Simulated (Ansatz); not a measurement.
## TiAl under a change: biaxial strain +1.75 %, plane normal [001], relaxed out of plane

The reference is TiAl (space group P4/mmm, No. 123; a = 2.8127 Å, c = 4.0619 Å; relaxed with 0.1 eV smearing). Axes: x, y, z lie along a, b, c of the conventional cell.

Now apply this change: biaxial strain +1.75 %, plane normal [001], relaxed out of plane (Cartesian); in-plane vectors clamped, the third vector and the atoms free.

Level of theory: Ansatz (a first-principles code) r2SCAN, without spin-orbit coupling, earlier PAW set. Γ-centred 20×20×14 mesh, Fermi–Dirac width 0.1 eV.

```json
[
 {"quantity": "volume per atom", "base": "16.07 Å³", "changed": "16.34 Å³", "shift": "+0.277 Å³"},
 {"quantity": "space group", "base": "P4/mmm (No. 123)", "changed": "P4/mmm (No. 123)", "shift": "–"},
 {"quantity": "shortest interatomic distance", "base": "5.315 bohr", "changed": "5.371 bohr", "shift": "+0.0555 bohr"},
 {"quantity": "pressure (mean of the normal stresses, compression positive)", "base": "0.0 GPa", "changed": "-2.0 GPa", "shift": "-2.0 GPa"},
 {"quantity": "band gap", "base": "zero", "changed": "zero", "shift": "–"},
 {"quantity": "out-of-plane strain", "base": "–", "changed": "-1.75 %", "shift": "–"},
 {"quantity": "mean in-plane stress (compression positive)", "base": "–", "changed": "-3.0 GPa", "shift": "–"}
]
```

Stability against distortions was not tested. All final runs are without spin polarisation.
